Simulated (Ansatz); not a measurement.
BeSe (P6₃/mmc, No. 194, 4 atoms in the cell; start mp-1008524; a measured phase of this formula has another space group), treated with G0W0@HSE06 (hard PAW, contour deformation, complete-basis limit; Ansatz, a program for electronic structure).

Settings: largest k mesh 6×6×4 (not extrapolated in the mesh).

Cell (relaxed with PBEsol):

BeSe has the hexagonal space group P6₃/mmc (No. 194), the NiAs type structure, Pearson symbol hP4. Lattice parameters: a = b = 3.4855 Å, c = 5.4928 Å, α = β = 90.00°, γ = 120.00°. Be on 2a is surrounded by 6 Se at 2.436 Å (octahedral). Se on 2c is coordinated by 6 Be at 2.436 Å. (Neighbours: up to the widest gap in distance over summed covalent radii, below 1.35, at either atom; cation-cation and far metal-metal contacts left out.)

Task: Predict the band gap.

Result: 
band gap: 1.41 eV (indirect)

Note: GW on a hybrid start was not checked against another program; the gap holds a correction of +0.31 eV to the complete basis.

Spin–orbit coupling is not included.

The computed numbers hold no vibrational or temperature effects.

It cost about 6 core-hours (a rough figure) of CPU time.

A start named mp-… is a Materials Project structure, which need not be a measured phase.
